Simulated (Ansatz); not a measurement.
## ScRu3 (model structure, started from the Cu3Au type, Pm-3m, No. 221, 4 atoms in the cell): bulk modulus B0 by level of theory

No measured value is used here.

| level (code) | value (GPa) | cell (Å³/atom) |
|---|---|---|
| LDA (Ansatz) | 242 | 14.22 |
| PBE (Ansatz) | 204 | 15.13 |
| PBEsol (Ansatz) | 226 | 14.56 |
| r²SCAN (Ansatz) | 219 | 14.84 |

The crystal itself was run without spin with LDA, PBE, PBEsol, r²SCAN; a magnetic state was not tried in these runs. LDA, PBE, PBEsol, r²SCAN: the run has no spin polarisation, so it can have missed a magnetic state. LDA, PBE, PBEsol, r²SCAN: the bulk modulus is −V dP/dV from two relaxed cells at ±2 % in volume. Each level is taken at its own relaxed cell. Cutoffs differ between the levels. Ansatz's density-functional and Hartree–Fock values are scalar-relativistic unless marked +SOC, with PAW data made under PBE.

A model structure was made by putting elements into a prototype or built by hand; it is no filed structure, need not be a known phase, and can be a saddle point held by its symmetry.

Ansatz is an electronic-structure program.
